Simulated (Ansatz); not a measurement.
**What uniaxial stress, 0.5 GPa tension along z does to TeO2**

Base system: TeO2 (space group P4_12_12, No. 92; a = 4.837 Å, c = 7.469 Å). Axes: x, y, z lie along a, b, c of the conventional cell.

One thing is altered: uniaxial stress, 0.5 GPa tension along z; all other stress components relax to zero.

Calculations: DFT with PBEsol, PAW potentials and a 420 eV plane-wave cutoff in Ansatz (a first-principles code), scalar-relativistic without spin-orbit coupling. Γ-centred 6×6×4 mesh, Fermi–Dirac width 0.05 eV.

The volume per atom grows by 0.04 Å³ (14.56 Å³ → 14.60 Å³) and the space group remains P4_12_12 (No. 92). The shortest interatomic distance remains 1.911 Å and the energy is nearly the same. The band gap goes up by 0.01 eV (2.87 eV → 2.88 eV) and the gap character is still indirect, k = (0, 1/3, 1/4) in the run's primitive reciprocal basis → M–Γ (50 % along). The smallest direct gap is still 2.96 eV and the width of the top valence band is still 0.64 eV. The strain response (xx, yy, zz) comes out as (−0.10, −0.10, +0.46) %.

Spin-orbit coupling, missing from the scalar runs, can matter with Te. Gaps are read on the SCF mesh and a high-symmetry path. Stability under load was not tested beyond the relaxation.
